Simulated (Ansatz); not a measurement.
Consider BiAs in the zinc blende structure (space group F-43m, No. 216; a hypothetical phase, not in the database extracts checked).

```
CELL_PARAMETERS angstrom
      0.00000     3.32652     3.32652
      3.32652     0.00000     3.32652
      3.32652     3.32652     0.00000
ATOMIC_POSITIONS crystal
  As 0.75000 0.75000 0.75000
  Bi 0.00000 0.00000 0.00000
```

Method: r2SCAN (Ansatz, a quantum-chemistry and plane-wave program, PAW, scalar-relativistic without spin-orbit coupling).

Before the change:

The lattice parameter a is 6.653 Å.

Perturbation: full substitution As → Ru; the structure is relaxed again.

**Question.** How does this affect the lattice parameter a?

**Answer.** The lattice parameter a shrinks by 0.606 Å to 6.047 Å.

Stability against distortions was not tested. As relaxed here, BiRu is a hypothetical phase, not in the database extracts checked. The final runs are not spin-polarised.
